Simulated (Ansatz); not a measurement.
SiC (F-43m), HSE06, rigid bands (Ansatz, a program for electronic structure): N_v = 1.48e20 cm⁻³ at 300 K and a hole conductivity mass of 0.641 mₑ.

**Question.** For 1e16 holes per cm³ at 300 K, place the Fermi level, estimate the Seebeck coefficient of a parabolic band with constant τ, and give mobility and conductivity for τ = 50 fs.

**Answer.** The level lies k_BT ln(N_v/p) = 0.248 eV above the valence-band maximum. S ≈ +(k_B/e)[ln(N_v/p) + 5/2] = 1043 μV/K, against 1029 μV/K from the full bands (mean over directions). μ = eτ/m = 137 cm²/(V·s) and σ = peμ = 0.220 S/cm. τ is assumed, not computed.

Band transport and this doping are assumed; polarons and phonon drag are left out. Spin-orbit coupling is left out; where it splits the top of the valence band, N_v and the p-type Seebeck coefficient come out somewhat high without it. Geometry: cell and atoms relaxed with PBEsol.
